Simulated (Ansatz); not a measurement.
Band structure of LaZn₂ (Imma, 6 atoms in the cell).

```xyz
6
Lattice="-2.3000 3.7415 3.6849 2.3000 -3.7415 3.6849 2.3000 3.7415 -3.6849" Properties=species:S:1:pos:R:3 pbc="T T T"
La     0.0000     1.8707     3.9948
La     2.3000     1.8707    -0.3099
Zn     2.3000     3.2722     2.4776
Zn     0.0000     0.4693     1.2073
Zn     2.3000     0.4693     2.4776
Zn     0.0000     3.2722     1.2073
```

Method of the run: PBEsol, PAW files made with PBE (plane waves; Ansatz, an electronic-structure program).

Settings: basis.ecutwfc = 30.9 Ry; kpoints.mp_grid.grid = 4 4 4; hamiltonian.xc = pbesol; hamiltonian.pseudopotentials = {kind: paw} (an earlier, softer set of the program's PAW files); scf.occupations.method = fermi_dirac; scf.occupations.width = 0.0073 Ry; kpoints.band_path.npoints = 8.

The starting cell comes from a database of computed structures (which also holds hypothetical and non-ambient phases and stackings), without a prior relaxation at this level. Its lattice was rescaled by a random factor within 2.5 % of one.

Levels in eV from the Fermi level, bands 32 to 39:
| point | 32 | 33 | 34 | 35 | 36 | 37 | 38 | 39 |
|---|---|---|---|---|---|---|---|---|
| Γ | -1.72 | -1.38 | -1.13 | -0.92 | -0.51 | 0.80 | 1.25 | 1.95 |
| X | -2.19 | -1.61 | -1.31 | 0.07 | 0.33 | 1.32 | 1.37 | 1.59 |
| L | -2.19 | -1.61 | -1.31 | 0.07 | 0.32 | 1.30 | 1.39 | 1.59 |
| T | -1.87 | -1.22 | -0.77 | -0.72 | 0.43 | 0.56 | 1.33 | 1.84 |
| W | -3.61 | -0.57 | -0.57 | -0.02 | -0.02 | 1.06 | 1.06 | 1.70 |
| R | -3.10 | -1.09 | -1.09 | 0.03 | 0.03 | 0.57 | 0.57 | 1.86 |
| X1 | -2.19 | -1.61 | -1.31 | 0.07 | 0.33 | 1.32 | 1.37 | 1.59 |
| Z | -2.31 | -0.41 | -0.35 | 0.97 | 1.00 | 1.17 | 1.33 | 1.43 |
| Y | -2.31 | -0.41 | -0.35 | 0.97 | 0.99 | 1.18 | 1.33 | 1.43 |
| S | -2.02 | -0.88 | -0.85 | -0.01 | 0.24 | 0.46 | 1.17 | 1.23 |

Bands cross the Fermi level along this path, so the cell is metallic at this level.

Keys are those of Ansatz 0.2.
